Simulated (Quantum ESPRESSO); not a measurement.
# How a calculation on CdWO4 (P2/c, 12 atoms in the cell) responds to its settings

```
CdWO4
1.0
    5.10656     0.00000     0.00000
    0.00000     5.97587     0.00000
   -0.10824     0.00000     5.14818
Cd W O
2 2 8
Direct
  0.50000   0.69050   0.75000
  0.50000   0.30950   0.25000
  0.00000   0.17667   0.75000
  0.00000   0.82333   0.25000
  0.79886   0.09587   0.05209
  0.20114   0.90413   0.94791
  0.20114   0.09587   0.44791
  0.79886   0.90413   0.55209
  0.75730   0.36955   0.61642
  0.24270   0.63045   0.38358
  0.24270   0.36955   0.88358
  0.75730   0.63045   0.11642
```

Base run A: LDA (PZ), GBRV 1.5 ultrasoft (LDA) pseudopotentials run with Quantum ESPRESSO, self-consistent single point.

Its settings: ecutwfc = 40 Ry; ecutrho = 320 Ry; occupations = smearing; smearing = gaussian; degauss = 0.00147 Ry; potentials = {Cd: cd_lda_v1.uspp.F.UPF, W: w_lda_v1.2.uspp.F.UPF, O: o_lda_v1.2.uspp.F.UPF}; K_POINTS = automatic 3 3 3 0 0 0; conv_thr = 1e-10 Ry; mixing_beta = 0.5.

The starting cell comes from a database of computed structures (which also holds hypothetical and non-ambient phases and stackings), without a prior relaxation at this level. Its lattice was rescaled by a random factor within 2.5 % of one. Spin-orbit coupling is off. In the base run, with a pressure of about -13 GPa the cell is away from its equilibrium volume at this level. Another mesh or the band path of this cell gives a smaller gap, so this value is not converged in the mesh.

A dash stands where there is no value to compare (another energy zero or no entropy term, no result, no spin, no clean gap, or a mesh too coarse for one). 

Runs:
- B: HUBBARD: default → ortho-atomic; U W-5d 1 eV [LDA (PZ)+U]
- C: HUBBARD: default → ortho-atomic; U W-5d 2 eV [LDA (PZ)+U]
- D: HUBBARD: default → ortho-atomic; U W-5d 3 eV [LDA (PZ)+U]
- E: HUBBARD: default → ortho-atomic; U W-5d 4 eV [LDA (PZ)+U]
- F: HUBBARD: default → ortho-atomic; U W-5d 5 eV [LDA (PZ)+U]
- G: HUBBARD: default → ortho-atomic; U W-5d 6 eV [LDA (PZ)+U]
- H: HUBBARD: default → ortho-atomic; U W-5d 7 eV [LDA (PZ)+U]
- I: HUBBARD: default → ortho-atomic; U W-5d 8 eV [LDA (PZ)+U]

```csv
run,pressure (GPa),largest force (eV/Å),gap on the mesh (eV),Hubbard energy (eV/atom)
A,-13.44,0.707,2.896,–
B,-13.37,0.695,2.927,0.194
C,-13.29,0.682,2.960,0.387
D,-13.20,0.667,2.995,0.578
E,-13.11,0.652,3.033,0.768
F,-13.01,0.635,3.073,0.957
G,-12.89,0.617,3.117,1.143
H,-12.77,0.597,3.164,1.327
I,-12.64,0.575,3.214,1.509
```

Run D against A: The pressure goes from -13.44 to -13.20 GPa, the largest force goes from 0.707 to 0.667 eV/Å and the gap on the mesh goes from 2.896 to 2.995 eV.

Run H against A: The pressure goes from -13.44 to -12.77 GPa, the largest force goes from 0.707 to 0.597 eV/Å and the gap on the mesh goes from 2.896 to 3.164 eV.

Run C against A: The pressure goes from -13.44 to -13.29 GPa, the largest force goes from 0.707 to 0.682 eV/Å and the gap on the mesh goes from 2.896 to 2.960 eV.
